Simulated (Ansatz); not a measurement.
A 16-atom cell of Ga(As,Sb) started in the zinc blende structure, site fractions As 0.625, Sb 0.375, short-range order -0.24 in the first shell of the mixed sites (0 is random, a negative value favours unlike neighbours), space group I-4m2 at the end, an ordered arrangement that its symmetry holds. The mixed sublattice has 8 sites.

The mixing enthalpy is taken against the end members in the zinc blende type, relaxed in the same cell and mesh.

Methods: PBE (plane waves to 420 eV, PAW; Ansatz, a program for electronic structure); HSE06 (plane waves to 420 eV, PAW; Ansatz). Geometries and values that name no level are of the first. Scalar-relativistic, without spin–orbit coupling; with elements this heavy it can move edges by tenths of an eV. Its k-point mesh 4×4×4, Fermi–Dirac width 0.01 eV. HSE06 ran on meshes of its own (3×3×3); its edges and gaps are taken over the mesh and over extra points off it, mostly where PBE has its edges.

| cell | energy at zero smearing (eV) |
|---|---|
| GaAs | -69118.845 |
| GaSb | -82142.667 |
| Ga8As5Sb3 | -74002.287 |

Problem. Work out the mixing enthalpy per mixed site and the interaction parameter Ω of a regular solution.

Solution. With x = 3/8 of the second end member, ΔH = [-74002.287 − 5/8 × (-69118.845) − 3/8 × (-82142.667)] / 8 = 61 meV against the separate end members. Ω = ΔH / x(1 − x) = 262 meV.
